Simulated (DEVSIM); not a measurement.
System: Au/SiO2/n-Si capacitor, at 300 K.

```csv
layer (left to right),material,thickness (nm),Nd (cm⁻³)
1,SiO2,14.0,-
2,Si,390,2.2e18
```

Metal gate on the left, work function 5.1 eV. Fixed charge at the semiconductor interface 9.7e11 cm⁻² (in units of +e); no interface traps.

This is a model device: material constants are rounded textbook-type values typed into the input, and sizes, dopings and lifetimes were drawn at random. Values at 300 K.

| parameter | SiO2 | Si |
|---|---|---|
| gap (eV) | 9 | 1.124 |
| affinity (eV) | 0.9 | 4.05 |
| permittivity | 3.9 | 11.7 |
| Nc (cm⁻³) | - | 2.86e19 |
| Nv (cm⁻³) | - | 3.1e19 |

Model (solved in DEVSIM): 1D Poisson equation in equilibrium, Boltzmann statistics, complete ionisation; no quantum confinement or tunnelling. Metal contacts follow the ideal Schottky-Mott rule: no Fermi-level pinning, no interface dipoles.

The SiO2 thickness was swept, all else fixed.

```json
[
 {"SiO2 thickness (μm)": "0.0056", "flat-band voltage (V)": "0.73", "capacitance of the dielectric stack (μF/cm²)": "0.617", "minimum of the low-frequency capacitance (μF/cm²)": "0.271"},
 {"SiO2 thickness (μm)": "0.0077", "flat-band voltage (V)": "0.64", "capacitance of the dielectric stack (μF/cm²)": "0.448", "minimum of the low-frequency capacitance (μF/cm²)": "0.229"},
 {"SiO2 thickness (μm)": "0.0098", "flat-band voltage (V)": "0.54", "capacitance of the dielectric stack (μF/cm²)": "0.352", "minimum of the low-frequency capacitance (μF/cm²)": "[?]"},
 {"SiO2 thickness (μm)": "0.012", "flat-band voltage (V)": "0.44", "capacitance of the dielectric stack (μF/cm²)": "0.288", "minimum of the low-frequency capacitance (μF/cm²)": "0.179"},
 {"SiO2 thickness (μm)": "0.014", "flat-band voltage (V)": "0.35", "capacitance of the dielectric stack (μF/cm²)": "0.247", "minimum of the low-frequency capacitance (μF/cm²)": "0.162"},
 {"SiO2 thickness (μm)": "0.017", "flat-band voltage (V)": "0.22", "capacitance of the dielectric stack (μF/cm²)": "0.203", "minimum of the low-frequency capacitance (μF/cm²)": "0.142"}
]
```

### Question
Some entries are withheld; supply them.

### Answer

- 0.0098, minimum of the low-frequency capacitance (μF/cm²): 0.202
